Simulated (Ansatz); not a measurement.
Take CaSe in the rock salt structure (space group Fm-3m, No. 225; a = 5.869 Å) as the base.

Calculations: PBEsol (Ansatz, an electronic-structure program), no spin-orbit coupling.

For the base:

```
Item                  Result
-------------------  -------
Lattice parameter a  5.869 Å
```

Perturbation: cell and atoms relaxed at a pressure of 1.5 GPa.

**Question.** Predict the new lattice parameter a and mean gap deformation potential ΔEg/Δln V.

**Answer.** The lattice parameter a drops by 0.053 Å, from 5.869 Å to 5.816 Å; the mean gap deformation potential ΔEg/Δln V comes out as +2.7 eV.

Load acts through the strain it causes; cell and atoms are relaxed under it. Gaps are read on the SCF mesh and a high-symmetry path. Stability against distortions was not tested.
